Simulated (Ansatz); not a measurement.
The parent structure is CuI in the zinc blende structure (space group F-43m, No. 216).

```yaml
crystal:
  lattice:
    - [0.00000, 2.93094, 2.93094]
    - [2.93094, 0.00000, 2.93094]
    - [2.93094, 2.93094, 0.00000]
  atoms:
    - { symbol: Cu, position: [0.00000, 0.00000, 0.00000] }
    - { symbol: I, position: [0.25000, 0.25000, 0.25000] }
```

Cartesian axes are those of the cell as printed.

Level of theory: Ansatz (a program for electronic structure), LDA, PAW, cutoff 420 eV, no SOC.

Before the change:

| Quantity | Result |
|---|---|
| Gap character | direct at Γ |
| Valence-band top at Γ | 0.00, 0.00, 0.00 eV |

It is then changed as follows: a pure shear with ε_xy = ε_yx = 0.0143; the atoms relax in the strained cell.

Question: Predict the new stress, gap character and valence-band top at Γ.

Answer: The stress (xx, yy, zz, yz, xz, xy; compression positive) is (0.00, 0.00, 0.00, 0.00, 0.00, -0.77) GPa; the gap character is still direct at Γ; the valence-band top at Γ (three highest levels, from the VBM) goes from 0.00, 0.00, 0.00 eV to 0.00, -0.03, -0.06 eV.

Spin-orbit coupling, missing from the scalar runs, can matter with I. Whether these cells are dynamically stable was not tested. The final runs are not spin-polarised. k-point labels follow each cell's own Brillouin zone.
